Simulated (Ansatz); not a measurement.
## Ga2O3: pressure series

The parent structure is Ga2O3 (space group C2/m, No. 12).

```
CELL_PARAMETERS angstrom
      6.22799    -1.54164     0.00000
      6.22799     1.54164     0.00000
     -1.39171     0.00000     5.71014
ATOMIC_POSITIONS crystal
  Ga 0.08990 0.08990 0.79472
  Ga 0.91010 0.91010 0.20528
  Ga 0.65849 0.65849 0.31418
  Ga 0.34151 0.34151 0.68582
  O  0.16348 0.16348 0.10915
  O  0.83652 0.83652 0.89085
  O  0.17370 0.17370 0.56434
  O  0.82630 0.82630 0.43566
  O  0.49601 0.49601 0.25670
  O  0.50399 0.50399 0.74330
```

Cell and atoms are relaxed at each pressure.

Levels (all Ansatz, a quantum-chemistry and plane-wave program, PAW, earlier PAW set): PBE (420 eV, no spin-orbit coupling); r2SCAN (500 eV, no SOC).

The base cell above is that of PBE; each level relaxes its own structures.

```json
[
 {"case": "pressure 0.9 GPa", "smallest direct gap, PBE": "2.08 eV", "smallest direct gap, r2SCAN": "3.11 eV"},
 {"case": "pressure 2.1 GPa", "smallest direct gap, PBE": "2.14 eV", "smallest direct gap, r2SCAN": "3.16 eV"},
 {"case": "pressure 4.5 GPa", "smallest direct gap, PBE": "2.25 eV", "smallest direct gap, r2SCAN": "3.26 eV"},
 {"case": "pressure 9 GPa", "smallest direct gap, PBE": "2.44 eV", "smallest direct gap, r2SCAN": "3.44 eV"},
 {"case": "pressure 15 GPa", "smallest direct gap, PBE": "2.67 eV", "smallest direct gap, r2SCAN": "3.67 eV"}
]
```

PBE lies below r2SCAN in every row, by 1.00 eV to 1.02 eV. They put the cases in the same order.

Load acts through the strain it causes; cell and atoms are relaxed under it. Whether these cells are dynamically stable was not tested. No other phases were tried under pressure.
